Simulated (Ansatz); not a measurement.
Consider CoSn (space group P6/mmm, No. 191; non-magnetic).

```xyz
6
Lattice="5.2416 0.0000 0.0000 -2.6208 4.5394 0.0000 0.0000 0.0000 4.1879" Properties=species:S:1:pos:R:3 pbc="T T T"
Co     2.6208     0.0000     0.0000
Co     1.3104     2.2697     0.0000
Co    -1.3104     2.2697     0.0000
Sn     0.0000     0.0000     0.0000
Sn     0.0000     3.0263     2.0940
Sn     2.6208     1.5131     2.0940
```

Cartesian axes are those of the cell as printed.

Calculations: r2SCAN in Ansatz (plane waves to 500 eV, PAW, no spin-orbit coupling).

Base values:

| Property | Result |
|---|---|
| Pressure | 0.0 GPa |
| Volume per atom | 16.61 Å³ |

The change: biaxial strain −0.78 %, plane normal [001], relaxed out of plane (Cartesian); in-plane vectors clamped, the third vector and the atoms free.

Q: Predict the new pressure and volume per atom.

A: The pressure (mean of the normal stresses, compression positive) goes from zero to 1.8 GPa; the volume per atom decreases by 0.20 Å³, from 16.61 Å³ to 16.41 Å³.

No phonon test of stability was made. Seeded moments were not kept for the base. The final runs are not spin-polarised.

Ansatz is a quantum-chemistry and plane-wave program.
